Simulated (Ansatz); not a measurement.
Density of states of B4Rh5 (P6_3/mmc, 18 atoms in the cell).

```
CELL_PARAMETERS angstrom
      3.32321     0.00000     0.00000
     -1.66160     2.87798     0.00000
      0.00000     0.00000    20.29893
ATOMIC_POSITIONS crystal
  B  0.66667 0.33333 0.08595
  B  0.33333 0.66667 0.91405
  B  0.33333 0.66667 0.58595
  B  0.66667 0.33333 0.41405
  B  0.66667 0.33333 0.30366
  B  0.33333 0.66667 0.69634
  B  0.33333 0.66667 0.80366
  B  0.66667 0.33333 0.19634
  Rh 0.00000 0.00000 0.85243
  Rh 0.00000 0.00000 0.14757
  Rh 0.00000 0.00000 0.35243
  Rh 0.00000 0.00000 0.64757
  Rh 0.66667 0.33333 0.95261
  Rh 0.33333 0.66667 0.04739
  Rh 0.33333 0.66667 0.45261
  Rh 0.66667 0.33333 0.54739
  Rh 0.66667 0.33333 0.75000
  Rh 0.33333 0.66667 0.25000
```

Method of the run: LDA (PW92), default PAW files made with PBE (plane waves; Ansatz, a first-principles code).

SCF settings: kpoints.mp_grid.grid = 7 7 1; hamiltonian.xc = lda; hamiltonian.pseudopotentials = {kind: paw} (the program's default PAW files); scf.occupations.method = cold; scf.occupations.width = 0.01 Ry. Keys of the DOS step: output.dos.nscf_kmesh.grid = 11 11 2.

The starting cell comes from a database of computed structures (which also holds hypothetical and non-ambient phases and stackings), without a prior relaxation at this level. Spin polarisation is off.

Total DOS (both spins), as means of the tabulated values in each energy bin; the zero is the program's Fermi level or highest filled level, and the curve is cut to this window:

```
E (eV) | states/eV/cell
    -7.80 | ## 2.21
    -7.40 | ## 1.81
    -7.00 | ######## 8.45
    -6.60 | ### 2.72
    -6.20 | ###### 6.16
    -5.80 | ####### 7.31
    -5.40 | ########### 11.4
    -5.00 | ################## 17.9
    -4.60 | ##################### 21.4
    -4.20 | ####################### 22.8
    -3.80 | ################# 17.3
    -3.40 | ################# 17.1
    -3.00 | ########### 10.7
    -2.60 | ########## 10.6
    -2.20 | ############ 12.6
    -1.80 | ################# 17.7
    -1.40 | ################ 16.0
    -1.00 | ############################## 30.4
    -0.60 | ############## 13.8
    -0.20 | ######### 9.24
     0.20 | #### 3.83
     0.60 | ### 3.12
     1.00 | ### 3.17
```

Around zero the curve holds about 7.4 states/eV/cell.

Keys are those of Ansatz 0.2.
